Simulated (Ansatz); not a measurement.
For AlPt (Pm-3m, No. 221; start mp-10903), LDA (Ansatz, a program for electronic structure, PAW) gives:

```
Quantity                                 Value
------------------------------  --------------
equilibrium lattice constant a         3.039 Å
enthalpy of formation           -0.952 eV/atom
```

Problem. What does r²SCAN in Ansatz (plane waves, PAW) give for the same quantities?

Solution. 
- lattice constant a: 3.066 Å (increases by 0.9 %)
- formation enthalpy: -0.984 eV/atom (moves by -0.032 eV/atom)

Changes are worked out from the printed values.

Unless a cell is named, each level is at its own relaxed cell (LDA 14.03, r²SCAN 14.41 Å³/atom).

Levels without +SOC leave out spin–orbit coupling, which shifts energies and cells of such heavy elements.

Caveats: the relaxation could not lower the start's symmetry, so the cell can be a saddle point above a distorted one (LDA, r²SCAN). Ansatz's density-functional and Hartree–Fock values are scalar-relativistic unless marked +SOC, with PAW data made under PBE.

A start named mp-… is a Materials Project structure, which can be a computed phase never made.
